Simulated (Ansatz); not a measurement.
System: CaO (model structure, started from the wurtzite type, P6₃/mmc, No. 194, 4 atoms in the cell). Method: r²SCAN (PAW; Ansatz, an electronic-structure program).

Settings: plane-wave cutoff 560 eV, 12×12×6 k mesh (along the axes of the cell as run), Fermi–Dirac smearing 0.01 eV, scalar-relativistic PAW data made under PBE.

Cell (relaxed at this level):

CaO is modelled in the hexagonal space group P6₃/mmc (No. 194), Pearson symbol hP4. Conventional cell: a = 3.981 Å, b = 3.981 Å, c = 4.770 Å, α = 90.00°, β = 90.00°, γ = 120.00°. Ca on 2c sees 5 O at 2.298–2.385 Å (trigonal bipyramidal). O on 2d has 5 Ca at 2.298–2.385 Å (trigonal bipyramidal). (Neighbours: up to the widest gap in distance over summed covalent radii, below 1.35, at either atom; cation-cation and far metal-metal contacts left out.)

Task: Give the computed band gap and bulk modulus B0.

Result: 
band gap: 3.63 eV (on the SCF k mesh)
bulk modulus B0: 93.8 GPa

Note: the bulk modulus is −V dP/dV from two relaxed cells at ±2 % in volume; the relaxation could raise the start's symmetry but not lower it, so the cell can be a saddle point.

Static lattice: no zero-point or thermal effects.

A model structure was made by putting elements into a prototype or built by hand; it is no filed structure, need not be a known phase, and can be a saddle point held by its symmetry.
